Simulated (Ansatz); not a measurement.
# Competing hops of interstitial O in monoclinic ZrO2 with all lengths changed by -1 %, charge state -2

Consider interstitial O in monoclinic ZrO2 with all lengths changed by -1 %, charge state -2. These are PBE, PAW (plane waves to 420 eV; Ansatz, a first-principles code) values and carry that method's errors.

Settings: 96 host sites, the strained lattice (strain from the relaxed PBE one, atoms relaxed), the Γ point alone, smearing 0.01 eV, spin-restricted, no image-charge correction. No zero-point or tunnelling terms. The charge state is imposed; whether it is stable for some Fermi level was not computed. Sites that were not tried may lie lower.

Barriers: single points on a 2×2×2 k-point mesh shifted by half a step at the bands' geometries.

| Route | Start site over the lowest site run (eV) | Hop (Å) | Forward barrier (eV) | Backward barrier (eV) | Neighbours at the start | Neighbours at the saddle | Saddle order | Forward, on the band's own sampling (eV) |
|---|---|---|---|---|---|---|---|---|
| several atoms move together, O the farthest | 0.00 | 1.08 | 0.18 | 0.18 | O at 2.38, O at 2.38, O at 2.55, O at 2.61, O at 2.65, O at 2.68; Zr at 2.09, 2 Zr at 2.18, Zr at 2.63 Å | O at 2.35, O at 2.45, O at 2.62, 2 O at 2.67, O at 2.68; Zr at 2.11, Zr at 2.13, Zr at 2.17 Å | not checked | 0.18 |
| several atoms move together, O the farthest | 0.00 | 1.53 | 0.57 | 0.57 | O at 2.38, O at 2.43, O at 2.55, O at 2.59, O at 2.62; Zr at 2.08, Zr at 2.12, Zr at 2.21 Å | O at 2.42, O at 2.43, O at 2.50, O at 2.53, O at 2.60; Zr at 2.06, Zr at 2.11, Zr at 2.58 Å | not checked | 0.56 |

Paths come from nudged elastic bands with a climbing image. Of the routes that converged and passed our checks, the lowest saddle point lies 0.18 eV above the lowest of the sites run (several atoms move together, O the farthest); other sites, such as split forms, and other routes may lie lower. 

The whole set of runs took about 2.3 core-hours (a rough figure).
